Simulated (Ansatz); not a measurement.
Input:

```yaml
crystal:
  lattice:
    - [3.70114, 0.00000, 0.00000]
    - [1.85057, 3.20529, 0.00000]
    - [0.00000, 0.00000, 4.69535]
  atoms:
    - { symbol: Pt, position: [0.00000, 0.00000, 0.00000] }
    - { symbol: Se, position: [0.33333, 0.33333, 0.27320] }
    - { symbol: Se, position: [0.66667, 0.66667, 0.72680] }
```

No spin polarisation.

Method: Kohn–Sham DFT with the PBEsol-D3(BJ) functional, run in Ansatz (a program for electronic structure) with PAW and 420 eV plane waves, spin-orbit coupling left out. Γ-centred 18×18×13 mesh, Fermi–Dirac width 0.1 eV.

### Question
Estimate the band gap.

### Answer
Zero.

### Question
Predict the mean in-plane stress (compression positive).

### Answer
+2.2 GPa.

The cells carry an imposed strain or load. Whether these cells are dynamically stable was not tested. All final runs are without spin polarisation. The cell was made from PtSe$_{2}$ in the CdI2 type structure (space group P-3m1, No. 164; layered) by this change: biaxial strain −1.00 %, plane normal [001], relaxed out of plane.
